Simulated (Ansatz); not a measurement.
SrZrO3 (space group Imma, No. 74; a cell from a computed database, its experimental status unchecked)

```
SrZrO3
1.0
   -2.89774     4.06749     2.90682
    2.89774    -4.06749     2.90682
    2.89774     4.06749    -2.90682
Sr Zr O
2 2 6
Direct
  0.23813   0.48813   0.75000
  0.76187   0.51187   0.25000
  0.50000   0.00000   0.50000
  0.00000   0.00000   0.00000
  0.66465   0.91465   0.75000
  0.33535   0.08535   0.25000
  0.20278   0.50000   0.20278
  0.79722   0.50000   0.79722
  0.79722   0.00000   0.29722
  0.20278   0.00000   0.70278
```

Calculations: PBEsol/PAW in Ansatz (an electronic-structure program), no spin-orbit coupling. Γ-centred 8×8×8 mesh, Fermi–Dirac width 0.05 eV.

- Volume per atom = 13.70 Å³
- Density = 5.50 g/cm³
- Band gap = 3.59 eV, indirect, X → Γ
- Electron mass = 0.41 mₑ along a, 2.5 mₑ along b, 0.49 mₑ along c
- Lowest conduction-band minima above the VBM = Γ 3.59 eV
- Total energy = -1862.514 eV/atom (σ→0; compares only within this code and set-up)

Effective masses come from finite differences of ±0.01 Å⁻¹. No phonon test of stability was made.
